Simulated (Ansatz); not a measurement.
Base system: K2Te in the anti-fluorite structure (space group Fm-3m, No. 225; a = 8.0909 Å).

All numbers come from PBEsol (Ansatz, a program for electronic structure; PAW; 420 eV plane waves; no SOC).

The change: every lattice vector is stretched by 1.00 %, atoms relaxed at fixed cell.

### Question
Estimate the effect on the energy relative to the base and mean gap deformation potential ΔEg/Δln V.

### Answer
The energy increases by 1.7 meV/atom; the mean gap deformation potential ΔEg/Δln V comes out as -2.2 eV.

Spin-orbit coupling, missing from the scalar runs, can matter with Te. The cells carry an imposed strain or load. Whether these cells are dynamically stable was not tested.
